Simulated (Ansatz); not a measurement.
**A computed series for CdS: response to strain**

Base system: CdS in the wurtzite structure (space group P6_3mc, No. 186; a = 4.124 Å, c = 6.708 Å).

Strains are applied to the cell and any free atomic positions relax.

The values are results of PBEsol (Ansatz, a first-principles code, PAW, no SOC), not measurements.

Notes on the quantities. energy relative to the base: free energy F.

```csv
change,band gap,energy relative to the base,electron mass
base,1.09 eV,0 meV/atom,"0.11 mₑ along c, 0.12 mₑ across (at Γ)"
isotropic strain −3.00 %,1.29 eV,+43 meV/atom,"0.13 mₑ along c, 0.14 mₑ across (at Γ)"
isotropic strain −2.40 %,[?],[?],"0.12 mₑ along c, 0.13 mₑ across (at Γ)"
isotropic strain −1.80 %,1.21 eV,+15 meV/atom,"0.12 mₑ along c, 0.13 mₑ across (at Γ)"
isotropic strain −1.20 %,1.17 eV,+6.4 meV/atom,"0.12 mₑ along c, 0.13 mₑ across (at Γ)"
isotropic strain −0.60 %,1.13 eV,+1.6 meV/atom,"0.12 mₑ along c, 0.12 mₑ across (at Γ)"
```

**Question.** Fill in the withheld entries from the trend.

**Answer.** 
- isotropic strain −2.40 %, band gap: 1.25 eV
- isotropic strain −2.40 %, energy relative to the base: +27 meV/atom

Effective masses come from finite differences of ±0.01 Å⁻¹. Whether these cells are dynamically stable was not tested.
